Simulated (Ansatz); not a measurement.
Ca₃WO₆ (P2₁/c, No. 14) was calculated with PBEsol (Ansatz, a quantum-chemistry and plane-wave program, plane waves, PAW).

Run with plane-wave cutoff 500 eV, 8×8×6 k mesh (along the axes of the cell as run), gaussian smearing 0.02 eV, no spin polarisation, scalar-relativistic PAW data made under PBE.

Computed at the level's own relaxed cell.

### Question
Estimate the volume per atom and band gap that the calculation returns.

### Answer

- volume per atom = 12.68 Å³/atom
- band gap = 3.20 eV (on the SCF k mesh)

Note: the relaxation could not lower the start's symmetry, so the cell can be a saddle point above a distorted one.

Spin–orbit coupling is not included.

Static lattice: no zero-point or thermal effects.
